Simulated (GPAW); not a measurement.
Band structure of InAs (F-43m, 2 atoms in the cell).

```xyz
2
Lattice="0.0000 3.0300 3.0300 3.0300 0.0000 3.0300 3.0300 3.0300 0.0000" Properties=species:S:1:pos:R:3 pbc="T T T"
In     0.0000     0.0000     0.0000
As     1.5150     1.5150     1.5150
```

Method of the run: PBE, GPAW PAW datasets PBE (gpaw-data 1.0.1) (plane waves; GPAW).

Settings: mode = pw; ecut = 550 eV; xc = PBE; kpts = 9 9 9; mesh shift (steps) = 0 0 0; occupations.name = fermi-dirac; occupations.width = 0.05 eV; nbands = -8; convergence.density = 1e-05 e/electron; symmetry.symmorphic = false; symmetry.tolerance = 0.0005; maxiter = 100; bandpath_npoints = 40.

The starting cell has typed, rounded lattice constants, without a prior relaxation at this level. The run gives no clean gap (levels at the Fermi energy touch, overlap or are partly filled at this smearing), which alone does not show that the compound is a metal.

Levels in eV from the Fermi level, bands 6 to 13:
| point | 6 | 7 | 8 | 9 | 10 | 11 | 12 | 13 |
|---|---|---|---|---|---|---|---|---|
| Γ | -11.88 | -0.28 | -0.06 | -0.06 | -0.06 | 3.83 | 3.83 | 3.83 |
| X | -9.88 | -5.87 | -2.37 | -2.37 | 1.50 | 2.01 | 9.09 | 9.16 |
| W | -9.83 | -5.73 | -2.99 | -2.91 | 4.13 | 4.24 | 4.92 | 6.02 |
| K | -9.90 | -5.73 | -3.31 | -2.00 | 2.06 | 4.20 | 7.22 | 7.33 |
| L | -10.42 | -5.79 | -1.05 | -1.05 | 0.89 | 4.61 | 4.61 | 6.80 |
| U | -9.90 | -5.73 | -3.31 | -2.00 | 2.06 | 4.20 | 7.22 | 7.33 |

Bands cross the Fermi level along this path, so the cell is metallic at this level.
